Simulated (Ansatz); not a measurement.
The reference is Zn in the hcp (Mg type) structure (space group P6_3/mmc, No. 194; a = 2.613 Å, c = 4.781 Å; relaxed with 0.1 eV smearing).

The values are results of PBEsol/PAW in Ansatz (a program for electronic structure), no spin-orbit coupling, not measurements.

For the base:

- Pressure = 0.0 GPa

Perturbation: an isotropic linear strain of +1.00 %; the atoms relax in the strained cell.

Q: Estimate the effect on the pressure.

A: The pressure (mean of the normal stresses, compression positive) goes from zero to -2.6 GPa.

Q: Predict the new energy relative to the base.

A: The energy rises by 3.5 meV/atom.

No phonon test of stability was made.
